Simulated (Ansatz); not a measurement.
# Effect of 6 layers on Eu

Base system: Eu in the bcc (W type) structure (space group Im-3m, No. 229; a = 4.4472 Å; ferromagnetic). Axes: x, y, z lie along the cube axes.

Now apply this change: a free-standing slab of 6 layers (6 atoms, 1 a layer) is cut normal to [110], with 15 Å of vacuum and the in-plane cell held at bulk.

The values are results of r2SCAN (Ansatz, a quantum-chemistry and plane-wave program), no spin-orbit coupling, not measurements. k-mesh 13×13×1 (Γ-centred); smearing 0.05 eV (Fermi–Dirac), for the changed cell.

The layer's space group (with vacuum) is Cmme (No. 67) and the shortest interatomic distance decreases by 7.75 pm, from 385.1 pm to 377.4 pm. The band gap remains zero and the magnetic state remains ferromagnetic. The largest site moment stays essentially unchanged (7.32 μB against 7.31 μB) and the thickness between the outermost nuclei comes out as 15.61 Å. The change of the spacing d23 from its bulk value of 3.145 Å amounts to +1.1 %.

Final structure:

```
Eu
1.0
    3.85137     0.00000     0.00000
   -1.28379     3.63110     0.00000
    0.00000     0.00000    30.72314
Eu
6
Cartesian
  0.64189   0.90778   7.55722
  1.92568   2.72333  10.60643
  3.20947   4.53888  13.78440
  4.49326   6.35443  16.93874
  5.77705   8.16998  20.11671
  7.06084   9.98553  23.16592
```

Other magnetic orders, which the real material may have, were not ruled out. The state of the 4f shell was not checked for lower solutions. No phonon test of stability was made.
